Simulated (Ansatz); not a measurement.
An Ansatz (a program for electronic structure) input (r2SCAN, PAW, 500 eV (Ansatz; no spin-orbit coupling)):

Ansatz 0.2 input:
```yaml
crystal:
  lattice:
    - [-1.4210205948, 1.4210205948, 6.0667689086]
    - [1.4210205948, -1.4210205948, 6.0667689086]
    - [1.4210205948, 1.4210205948, -6.0667689086]
  atoms:
    - { symbol: As, position: [0.25, 0.75, 0.5] }
    - { symbol: N, position: [0.5699317848, 0.0699317848, 0.5] }
    - { symbol: N, position: [0.9300682152, 0.4300682152, 0.5] }
    - { symbol: B, position: [0, 0, 0] }
    - { symbol: B, position: [0.3597169338, 0.3597169338, 0] }
    - { symbol: B, position: [0.6402830662, 0.6402830662, 0] }
basis: { ecutwfc: 500, ecutrho_ratio: 4, xc_grid: 4, fft_grid_basis: typed }
kpoints: { mp_grid: { grid: [16, 16, 16] } }
hamiltonian:
  xc: r2scan
  dispersion: none
  pseudopotentials: { kind: paw }
scf: { occupations: { method: fermi_dirac, width: 0.05 }, convergence: { dr2_threshold: 0.0000000006 } }
output: { forces: true, stress: true }
checkpoint: { write: state.ck, write_every: 1000 }
```

### Question
Which symmetry and how many k-points will the program report, and about how many plane waves at Γ?

### Answer
Space group I-4m2 (ITA 119) with 8 operations, k-points 349 of 4096, and 1259 plane waves at Γ.

Each cell is one ordered arrangement of few atoms, which overstates ordering effects compared with a random alloy. No phonon test of stability was made. The cell was made from BAs by this change: x(N) = 0.667, 6 atoms, I-4m2.
